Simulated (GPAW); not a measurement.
Equation of state of antifluorite Mg2Ge (space group 225): energy against volume (GPAW, PBEsol)

```yaml
crystal:
  lattice:
    - [0.00000, 3.10223, 3.10223]
    - [3.10223, 0.00000, 3.10223]
    - [3.10223, 3.10223, 0.00000]
  atoms:
    - { symbol: Mg, position: [0.25000, 0.25000, 0.25000] }
    - { symbol: Mg, position: [0.75000, 0.75000, 0.75000] }
    - { symbol: Ge, position: [0.00000, 0.00000, 0.00000] }
```

Level of theory: PBEsol, GPAW PAW datasets PBEsol (made by gpaw-setup) (plane waves; GPAW). Settings: mode = pw; ecut = 780 eV; xc = PBEsol; kpts = 9 9 9; mesh shift (steps) = 0 0 0; occupations.name = fermi-dirac; occupations.width = 0.01 eV; nbands = -6; convergence.density = 1e-05 e/electron; convergence.energy = 1e-05 eV/electron; convergence.bands = -4; symmetry.symmorphic = false; symmetry.tolerance = 0.0005; maxiter = 150. The cell above is the first row's. The rows scale it uniformly. In all rows fractional positions and the k mesh are held. E is the free energy at the stated smearing, counted from the lowest row.

```
V (Å^3/atom)  E (meV/atom)
------------  ------------
19.904               24.19
20.336               12.74
20.769                5.14
21.202                1.01
21.634                0.00
22.067                1.81
22.500                6.17
22.932               12.81
23.365                   ?
```

Taking the third-order Birch-Murnaghan form, a cubic in V^(-2/3) for E over the 8 complete rows: With u = V^(-2/3) - 0.130, the rows have u = 0.006157, 0.004222, 0.002350, 0.000542, -0.001202, -0.002893, -0.004529, -0.006109. Least squares gives E = 0.378 + 893.3·u + 481106·u² + 299277·u³. Residuals (row less fit): 0.004, -0.008, 0.002, 0.006, 0.001, -0.003, -0.003, 0.003; standard error 0.006 (degrees of freedom: 4). Its minimum lies at u = -0.000929, so V0 = (0.129071)^(-3/2) = 21.57. There d²E/du² = 960500 and d³E/du³ = 1796000, so B0 = (4/9) × 21.57^(-7/3) × 960500 × 0.160218 = 52.8 GPa (the last factor turns the table's units into GPa), and B0' = 4 + (2/3) × 0.129071 × (1796000)/960500 = 4.2. The program's pressures in the fitted runs (not shown) pass through zero at V = 21.56, 0.01 % from this V0.

Task: Estimate the missing E (V = 23.365); what did the run itself give?

Result: u = -0.007645, so E = 0.378 + 893.3 × (-0.007645) + 481106 × (-0.007645)² + 299277 × (-0.007645)³ = 21.534 meV/atom. The calculation gives 21.53 meV/atom, which the fit meets to the printed digits. The row lies outside the fitted rows, so this is an extrapolation. From the scatter of the fitted rows alone, a prediction at this place has a standard error of 0.015 meV/atom, so the miss is 0.3 times that.

Carrying the step between the two nearest rows on in a straight line would have given 19.47, off by 2.06; series whose last step already gives the withheld value aren't shown. The scan was laid around a cell of about the measured size, scaled by a guess for this functional. The runs keep the symmetry of the cell, so they don't test it for distortions. Cutoffs and mesh are single choices, not tested for convergence of this quantity. Series with a scatter that would blur these digits, or in which a gap closes, are not shown. Nor are scans whose minimum lies at an end fitted in this form.
